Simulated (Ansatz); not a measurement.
The reference is Zr in the hcp (Mg type) structure (space group P6_3/mmc, No. 194; a = 3.244 Å, c = 5.158 Å; relaxed with 0.1 eV smearing).

Level of theory: r2SCAN in Ansatz (plane waves to 500 eV, PAW, no spin-orbit coupling).

Before the change:

```
Quantity    Value
--------  -------
Pressure  0.0 GPa
```

Modification: an isotropic linear strain of +2.00 %, atoms relaxed at fixed cell.

**Question.** How does this affect the energy relative to the base?

**Answer.** The energy rises by 24 meV/atom.

**Question.** What does the calculation give for the pressure after the change?

**Answer.** The pressure (mean of the normal stresses, compression positive) goes from zero to -5.1 GPa.

Whether these cells are dynamically stable was not tested. The final runs are not spin-polarised.

Ansatz is a first-principles code.
